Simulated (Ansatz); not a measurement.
# OH on the (0001) surface of wurtzite GaN (2x2 with 3 H on 4 top atoms; a constructed slab, bottom: 3 H on 4 bottom sites), one in a cell of 36 Å², started at the site 'bridge H-H (span 3.2 Å)'

Host crystal: wurtzite GaN, with a band gap (PBE, scalar-relativistic without spin-orbit coupling).

Computed with PBE (plane waves to 420 eV, PAW; Ansatz, an electronic-structure program).

Model: 48-atom slab, 13.8 Å thick at the start with caps and adatoms under the adsorbate (thin: gaps and levels are the slab's own), 4x4x1 mesh, Fermi-Dirac 0.01 eV, dipole correction, 23 atoms held, the rest relaxed; no symmetry held; spin-polarised, ending with about 1.0 μB a cell; orders that need a larger cell were not tried, no spin-orbit, no U, no dispersion correction. At the end it is bonded to Ga. In PBE it is, or lies within 0.03 eV of, the lowest of the starts that converged.

energy of the end state, in which the adsorbate took H from the surface, giving H2O, against H2O(g) − ½ H2(g): 197 meV
gap of the slab on its k-mesh: 0.12 eV
highest filled level below the top vacuum level: 3.83 eV
change of the step from the bottom to the top vacuum level, against the clean slab: -1.26 eV
energy released by relaxation: 2.75 eV
height of the binding atom over the mean of the host atoms within 0.3 Å of the top one: 0.248 Å
magnetic moment of the cell: 1.00 μB
largest move of a host atom: 2.37 Å
caution: the clean host was not checked against rearrangement in a larger or rattled cell
caution: the host itself rearranges in this cell, so the energy holds part of a reconstruction
note: in the relaxation the adsorbate left its starting site by 2.6 Å

A negative adsorption energy means that the adsorbate is more stable on the surface than in its reference.
